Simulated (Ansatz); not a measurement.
Coverage and cell size: Cl on the 1x1 (0001) surface of hcp Ti, one adsorbate a cell, in each cell the lowest of the starts that converged. Energies against ½ Cl2(g), without dispersion, zero-point or thermal terms; small cells hold the layer to their symmetry. A negative adsorption energy means that the adsorbate is more stable on the surface than in its reference.

Level of theory: PBE (plane waves to 420 eV, PAW; Ansatz, a program for electronic structure).

```
area an adsorbate, end state  atoms  E_ads (eV)  height (Å)  Δ work function (eV)                             rough cost
----------------------------  -----  ----------  ----------  --------------------  -------------------------------------
7 Å², bonded to 3 Ti              5       -2.89        1.72                     ?                roughly 40 core-seconds
15 Å², bonded to 3 Ti             9       -3.33        1.75                 -0.24               roughly 100 core-seconds
30 Å², bonded to 3 Ti            17       -3.57        1.79                     ?  about 5 core-minutes (a rough figure)
```

Complete the blanks.


- 7 Å², bonded to 3 Ti, Δ work function (eV): -0.30
- 30 Å², bonded to 3 Ti, Δ work function (eV): -0.23
